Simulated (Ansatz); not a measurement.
```xyz
6
Lattice="3.4966 0.0000 0.0000 -1.7483 3.0282 0.0000 0.0000 0.0000 13.9425" Properties=species:S:1:pos:R:3 pbc="T T T"
Te     1.7483     1.0094     5.3071
Te     0.0000     2.0188    12.2783
Te     0.0000     2.0188     8.6354
Te     1.7483     1.0094     1.6642
Mo     1.7483     1.0094    10.4568
Mo     0.0000     2.0188     3.4856
```

No spin polarisation.

All numbers come from PBE-D3(BJ)/PAW in Ansatz (a quantum-chemistry and plane-wave program), scalar-relativistic without spin-orbit coupling. Γ-centred 11×11×3 mesh, Fermi–Dirac width 0.05 eV.

Task: Predict the band gap, pressure and hole mass.

Result: Band gap: 0.71 eV
Pressure (mean of the normal stresses, compression positive): -0.49 GPa
Hole mass: 2.9 mₑ along z, 1.3 mₑ across (at Γ)

With Te present, leaving out spin-orbit coupling can change the band edges. The cells carry an imposed strain or load. Masses are band curvatures over ±0.01 Å⁻¹ around the edge. Whether these cells are dynamically stable was not tested. The cell was made from MoTe$_{2}$ (space group P6_3/mmc, No. 194; layered, stacked along the Cartesian z axis) by this change: uniaxial strain ε_zz = +1.80 %.
